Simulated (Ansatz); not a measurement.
Where the default PAW files enter, the runs use the earlier of Ansatz's two default sets.

Input:

```yaml
crystal:
  lattice:
    - [3.80945, 0.00000, 0.00000]
    - [-1.90472, 3.29908, 0.00000]
    - [1.90472, -1.09969, 3.11040]
  atoms:
    - { symbol: Zn, position: [0.00000, 0.00000, 0.00000] }
    - { symbol: S, position: [0.25000, 0.75000, 0.25000] }
```

Space group of this cell: F-43m, zinc blende. The cell is taken as given.

Computed with r2SCAN (plane waves, PAW; Ansatz, a quantum-chemistry and plane-wave program).

The current runs along the normal of the first two printed vectors; no spin-orbit coupling. Scaled by the factor s: the length along the current (ions clamped). Meshes 10×10×10 and 12×12 across the current in all rows.

```csv
s,mean pressure (GPa),band gap (eV)
0.97,2.8,?
1.00,0.1,2.70
1.03,-2.0,2.52
```

Q: Take the slope of the band gap against ln s from the two given rows, extrapolate to s = 0.97, and say what the run there gives.

A: Slope = (2.52 − 2.70) / ln 1.03 = -6.09 eV. The line gives 2.70 + (-6.09) × ln 0.97 = 2.89 eV. The run gives 2.76 eV, 0.13 eV under the line, 68 % of the predicted step.
